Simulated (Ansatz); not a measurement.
**ScTlO$_{2}$ (space group R-3m, No. 166; a model cell, its experimental status unchecked)**

```
ScTlO2
1.0
    1.60824     0.92852     6.37483
   -1.60824     0.92852     6.37483
    0.00000    -1.85704     6.37483
Sc Tl O
1 1 2
Direct
  0.00000   0.00000   0.00000
  0.50000   0.50000   0.50000
  0.27848   0.27848   0.27848
  0.72152   0.72152   0.72152
```

Computed with PBEsol/PAW in Ansatz (a program for electronic structure), scalar-relativistic without spin-orbit coupling. Settings: 12×12×12 k-points, 0.05 eV Fermi–Dirac smearing.

| Item | Result |
|---|---|
| Volume per atom | 14.28 Å³ |
| Density | 8.18 g/cm³ |
| Band gap | 0.81 eV, indirect, T → F |
| Total energy | -3633.303 eV/atom (σ→0; compares only within this code and set-up) |

Spin-orbit coupling, missing from the scalar runs, can matter with Tl. Whether these cells are dynamically stable was not tested. All final runs are without spin polarisation.
